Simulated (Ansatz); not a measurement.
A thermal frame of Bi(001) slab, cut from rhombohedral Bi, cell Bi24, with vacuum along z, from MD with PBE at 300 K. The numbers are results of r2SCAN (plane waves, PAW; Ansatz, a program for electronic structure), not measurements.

```yaml
plane_wave_cutoff: 500 eV
k-points: 2x2x1 mesh shifted by half a step in the plane
Fermi-Dirac width: 0.086 eV
spin: not polarised; no spin-orbit coupling
```

A check of the k-sampling: on the last frame of the same run a denser mesh moved the PBE forces by 0.054 eV/Å rms and the free energy by -2 meV/atom.

```xyz
24
Lattice="9.1994 0.0000 0.0000 -4.5997 7.9669 0.0000 0.0000 0.0000 21.7863" Properties=species:S:1:pos:R:3:forces:R:3 pbc="T T T"
Bi   -0.0372    2.7945   16.3035  -0.344  -0.133  -0.231
Bi   -0.2105    0.1459   14.7546   0.058  -0.696   0.366
Bi   -0.0625    0.3343    7.4309  -0.009  -0.128  -0.055
Bi    2.3524    1.4324    5.8794  -0.055   0.058  -0.043
Bi    1.8484    1.2978   11.9045  -0.021  -0.196  -0.281
Bi   -0.4117    2.7693   10.3503  -0.016  -0.145   0.039
Bi   -2.4165    6.5096   16.2719  -0.633   0.029  -0.229
Bi   -2.4699    3.8558   14.5767   0.285   0.253   0.094
Bi   -2.2716    4.0627    7.4953   0.541   0.127  -0.711
Bi    0.1362    5.4331    5.5949  -0.399  -0.153   1.134
Bi   -0.2207    5.5895   11.6591  -0.822  -0.476   0.464
Bi   -2.7907    6.6306   10.0900   0.359   0.300   0.266
Bi    4.4244    2.7569   16.2186  -0.381  -0.170  -0.199
Bi    4.3748   -0.0362   14.8113   0.606  -0.051  -0.117
Bi    4.6167    0.0297    7.4363   0.366   0.085  -0.669
Bi    6.8818    1.5250    5.6340  -0.344  -0.089   0.823
Bi    6.3801    1.3452   11.7760   0.355  -0.239  -0.215
Bi    4.0739    2.6582   10.2345   0.147   0.171   0.178
Bi    2.1527    6.3372   16.3007  -0.015   0.454  -0.730
Bi    2.0562    3.8500   14.3694   0.348   0.300   0.523
Bi    2.4120    4.1239    7.4067  -0.280   0.222  -0.283
Bi    4.7423    5.5487    5.9504  -0.226  -0.003  -0.044
Bi    4.2479    5.3740   11.8241  -0.115  -0.225  -0.169
Bi    1.9749    6.5454    9.9988   0.593   0.707   0.088
```

```json
{
 "free energy on this k-sampling (the code's own zero, frozen cores included)": "-297862.3 eV",
 "rms_force_component": "0.373 eV/Å",
 "largest_force": "1.21 eV/Å on atom 10"
}
```
